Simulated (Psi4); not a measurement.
Psi4 1.11, TPSS/def2-svpd: Si(H)(F)2(NMe2) (CN(C)[SiH](F)F), 13 atoms. The geometry is a generated start, not checked to be a minimum at this level.

```yaml
task: energy
method: tpss
basis: def2-svpd
memory: 3 GB
maxiter: 100
keys_of_the_molecule_block: symmetry c1
scf_type: df (default)
guess: auto, which took SAD (default)
scf_initial_accelerator: adiis (default)
e_convergence: 1e-06 (default)
d_convergence: 1e-06 (default)
dft_radial_points: 75 (default)
dft_spherical_points: 302 (default)
basis_functions: 186
grid_points: 278419
```

```xyz
13

Si     1.4662    -0.5109     0.4578
F      2.5310    -0.2088    -0.6962
F      1.4372    -2.0992     0.6250
N     -0.0565    -0.0599    -0.1611
C     -1.2856    -0.6633     0.3063
C     -0.2720     1.2445    -0.7506
H      1.9982     0.0220     1.6911
H     -1.0807    -1.6496     0.7113
H     -1.9803    -0.7634    -0.5313
H     -1.7652    -0.0545     1.0808
H     -0.6532     1.9614    -0.0144
H     -1.0013     1.1603    -1.5595
H      0.6622     1.6214    -1.1591
```

One run each on 2 threads. Values of diis_max_vecs tried: 3, 6, 10 (default), 20.

Q: How does the count of SCF iterations change with diis_max_vecs, and where is it least?

A: Fewest SCF iterations, within one of each other: 6 with 10, 10 (default) with 9, 20 with 9. The count rises to 17 at 3. All converge to one solution.

| diis_max_vecs | SCF iterations | end |
|---|---|---|
| 3 | 17 | same solution |
| 6 | 10 | same solution |
| 10 (default) | 9 | same solution |
| 20 | 9 | same solution |
